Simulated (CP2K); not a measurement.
Input and output of a self-consistent single point for CaSe (Fm-3m, 2 atoms in the cell) (CP2K).

Method: CP2K 2026.2 with LDA (Pade form), GPW, DZVP-MOLOPT-SR-GTH basis, GTH-PADE potentials (GTH_POTENTIALS).

```
CaSe
1.0
    4.18607     0.00000     0.00000
    2.09304     3.62525     0.00000
    2.09304     1.20842     3.41791
Ca Se
1 1
Direct
  0.00000   0.00000   0.00000
  0.50000   0.50000   0.50000
```

Reference input (self-consistent single point, DFT PBE, GPW, DZVP-MOLOPT-SR-GTH basis, GTH-PBE potentials (GTH_POTENTIALS)): CUTOFF = 500 Ry; REL_CUTOFF = 40 Ry; SMEAR/METHOD = FERMI_DIRAC; ELECTRONIC_TEMPERATURE = 232.09 K; KPOINTS/SCHEME = MONKHORST-PACK 5 5 5; XC_FUNCTIONAL = PBE; Ca/BASIS_SET = DZVP-MOLOPT-SR-GTH-q10; Ca/POTENTIAL = GTH-PBE-q10; Se/BASIS_SET = DZVP-MOLOPT-SR-GTH-q6; Se/POTENTIAL = GTH-PBE-q6; METHOD = GPW; EPS_DEFAULT = 1e-10. This run's input differs from it in these lines:

```diff
@@ -42,3 +42,3 @@
     &XC
-      &XC_FUNCTIONAL PBE
+      &XC_FUNCTIONAL PADE
       &END XC_FUNCTIONAL
@@ -74,3 +74,3 @@
       BASIS_SET DZVP-MOLOPT-SR-GTH-q10
-      POTENTIAL GTH-PBE-q10
+      POTENTIAL GTH-PADE-q10
     &END KIND
@@ -78,3 +78,3 @@
       BASIS_SET DZVP-MOLOPT-SR-GTH-q6
-      POTENTIAL GTH-PBE-q6
+      POTENTIAL GTH-PADE-q6
     &END KIND
```

Log, with long lists cut:

```
 SCF WAVEFUNCTION OPTIMIZATION

  Step     Update method      Time    Convergence         Total energy    Change
     1 NoMix/Diag. 0.30E+00      -     1.86614732       -46.5141160938 -4.65E+01
     2 Broy./Diag. 0.30E+00      -     0.04411132       -46.1891349654  3.25E-01
     3 Broy./Diag. 0.30E+00      -     0.04415586       -46.3018234224 -1.13E-01
     4 Broy./Diag. 0.30E+00      -     0.00736838       -46.3687159590 -6.69E-02
     5 Broy./Diag. 0.30E+00      -     0.00063396       -46.3830914318 -1.44E-02
     6 Broy./Diag. 0.30E+00      -     0.00100822       -46.3722552704  1.08E-02
     7 Broy./Diag. 0.30E+00      -     0.00000939       -46.3691707075  3.08E-03
     8 Broy./Diag. 0.30E+00      -     0.00002012       -46.3694454887 -2.75E-04
     9 Broy./Diag. 0.30E+00      -     0.00000025       -46.3695089810 -6.35E-05
  *** SCF run converged in     9 steps ***

  Overlap energy of the core charge distribution:               0.00000000000000
  Self energy of the core charge distribution:                -92.24457142771763
  Core Hamiltonian energy:                                     21.25649862067804
  Hartree energy:                                              31.76413004079056
  Exchange-correlation energy:                                 -7.14556621470224
  Electronic entropic energy:                                  -0.00000000000000
  Fermi energy:                                                 0.20142854482661

  Total energy:                                               -46.36950898095127
  Total energy (extrapolated to T->0):                        -46.36950898095127

   [... lines left out ...]

 STRESS| Analytical stress tensor [bar]
 STRESS|                        x                   y                   z
 STRESS|      x       -2.64262067065E+04   2.35443617362E-01   1.66484038903E-01
 STRESS|      y        2.35443617362E-01  -2.64265320090E+04   9.19518387008E-02
 STRESS|      z        1.66484038903E-01   9.19518387008E-02  -2.64266411692E+04
 STRESS| 1/3 Trace                                            -2.64264599616E+04
```

The run converged in 9 iterations. Against the reference run the pressure goes from 1.69 to -2.64 GPa and the gap on the mesh goes from 2.203 to 2.042 eV.

The starting cell has typed, rounded lattice constants, without a prior relaxation at this level. Values carry the incompleteness of an atom-centred basis.
